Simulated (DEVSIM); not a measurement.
Structure: abrupt InP p-n junction, at 350 K.

Layer 1 from the left is InP, thickness (μm) 27.0, Na (cm⁻³) 2.2e16, τn (s) 2.4e-9, τp (s) 2.4e-9. Layer 2 from the left is InP, thickness (μm) 45.0, Nd (cm⁻³) 1.1e14, τn (s) 2.4e-9, τp (s) 7.2e-9.

Left contact: ohmic. Right contact: ohmic. Voltage is applied to the left contact. Recombination: SRH at mid-gap, radiative. Mobility is μmin + (μ − μmin)/(1 + (N/Nref)^α).

The device is made up for the run: typed textbook-type constants, with dimensions and the other settings drawn at random. Values at 300 K; Nc and Nv go as T^1.5, mobilities as T to minus their exponent, the gap by Varshni's rule with the affinity fixed.

InP: gap (eV) 1.344, affinity (eV) 4.38, permittivity 12.5, Nc (cm⁻³) 5.7e17, Nv (cm⁻³) 1.1e19, μn (cm²/Vs) 5200, μp (cm²/Vs) 170, μn,min 400, μp,min 10, Nref,n 3e17, Nref,p 4.9e17, αn 0.47, αp 0.62, T exponent of μn 2, T exponent of μp 2, B (cm³/s) 1.2e-10, Varshni α (eV/K) 0.000363, Varshni β (K) 162.

Estimate by hand the built-in potential, the peak field at zero bias, the capacitance at -3 V, and compare with a numerical solution.


- Built-in potential: ni = √(Nc Nv) exp(−Eg/2kT) = 8.69e8 cm⁻³ with Eg = 1.328 eV; Vbi = kT/q ln(Na Nd/ni²) = 0.869 V; numerical 0.869 V.
- Peak field at zero bias: depletion approximation: W = √(2εVbi/(qN)) = 3.31 μm with N = 1.09e14 cm⁻³; field = 2Vbi/W = 5250 V/cm; numerical 9350 V/cm (estimate below by 44 %).
- Capacitance at -3 V: C = √(qεN / 2(Vbi + |V|)) = 1.58 nF/cm²; numerical 1.60 nF/cm² (estimate below by 1.0 %).

DEVSIM, 1D drift-diffusion, Boltzmann statistics, complete ionisation; no tunnelling, impact ionisation, image-force lowering or self-heating.
